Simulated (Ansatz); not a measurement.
Level of theory: PBE (plane waves to 420 eV, PAW; Ansatz, a quantum-chemistry and plane-wave program).

Electrostatic potential energy of an electron, averaged over planes parallel to the surface, in eV from the Fermi level, for a constructed model of the (100) surface of fcc Al, a layer of Rh in place of the second plane (bottom of the slab: a bare face, its two planes held):

```tsv
z (Å)	V (eV)
3.83	4.36
4.12	4.36
4.42	4.36
4.71	4.35
5.01	4.34
5.30	4.32
5.59	4.27
5.89	4.16
6.18	3.93
6.48	3.46
6.77	2.51
7.07	0.66
7.36	-2.66
7.66	-5.17
7.95	-5.80
8.24	-5.84
8.54	-5.30
8.83	-3.25
9.13	-2.11
9.42	-4.04
9.72	-5.70
10.01	-6.05
10.31	-5.97
10.60	-5.11
10.89	-2.67
11.19	-1.49
11.48	-3.42
11.78	-5.47
12.07	-5.96
12.37	-5.89
12.66	-5.21
12.96	-3.02
13.25	-1.57
13.54	-3.33
13.84	-5.53
14.13	-6.08
14.43	-6.07
14.72	-5.88
15.02	-5.30
15.31	-8.62
15.61	-15.71
15.90	-19.84
16.19	-18.08
16.49	-11.88
16.78	-7.04
17.08	-6.40
17.37	-6.26
17.67	-6.18
17.96	-5.60
18.26	-3.00
18.55	0.26
18.84	2.10
19.14	3.09
19.43	3.62
19.73	3.90
20.02	4.04
20.32	4.11
20.61	4.15
20.91	4.17
21.20	4.18
21.49	4.18
21.79	4.18
```

Model: 6-atom slab, 10.4 Å thick at the start (thin: gaps and levels are the slab's own), 13x13x1 mesh, Fermi-Dirac 0.1 eV, dipole correction, 2 atoms held, the rest relaxed; symmetry of the start imposed; no spin, no spin-orbit, no U. It is one candidate, not shown to be the stable structure of the face.

The vacuum level lies 4.19 eV above the Fermi level over the top face and 4.36 eV above it under the bottom face.
